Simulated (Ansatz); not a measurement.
**Zn_Mg (rock-salt MgO host)**

Calculation: PBE, PAW (plane waves to 420 eV; Ansatz, a quantum-chemistry and plane-wave program). The supercell holds 64 host sites (2×2×2 repeats of the unit cell), with a 2×2×2 shifted k-point sampling for the final energies. Site at the start: the Mg site. Energies of charged states are corrected for periodic images (point charge plus alignment at distant sites). Dielectric constants: PBE linear response of the host. Host gap at this level: 4.46 eV. Finite-size and sampling errors can reach tenths of an eV here. The semilocal functional narrows the gap, so deep levels can fall outside it. Spin–orbit coupling is left out. Each state is the lowest found from its start.

Formation energies E_f are given with the Fermi level at the valence-band maximum. Chemical conditions: Mg-rich (Δμ(Mg) = 0.00 eV, Δμ(Zn) = -0.21 eV, bounded by MgZn2 (P6_3/mmc); only phases computed here count, gases as isolated molecules at 0 K); O-rich (Δμ(Mg) = -5.37 eV, Δμ(Zn) = -2.85 eV, bounded by wurtzite ZnO; only phases computed here count, gases as isolated molecules at 0 K). Reference phases: Mg: hcp Mg, Zn: hcp Zn.

| charge | moment (μB) | point group | largest move off a lattice site (Å) | image correction with alignment (eV) | E_f, Mg-rich (eV) | E_f, O-rich (eV) |
|---|---|---|---|---|---|---|
| +1* | 1.0 | – | 0.01 | – | – | – |
| 0 | not spin-polarised | Oh | 0.03 | 0.00 | 3.00 | 0.27 |
| −1* | 1.0 | Oh | 0.08 | – | – | – |

* At this level the carrier isn't localised at the defect: at charge +1 holes occupy the valence band; at charge −1 electrons occupy the conduction band. Such a state is shallow or no state of the defect, and this cell gives it no level.

Point groups are those of the whole cell at tolerances of 0.03 and 0.1 Å ("near" where only the looser one holds); none is given for unsettled states.

All states together cost very roughly 50 core-minutes.
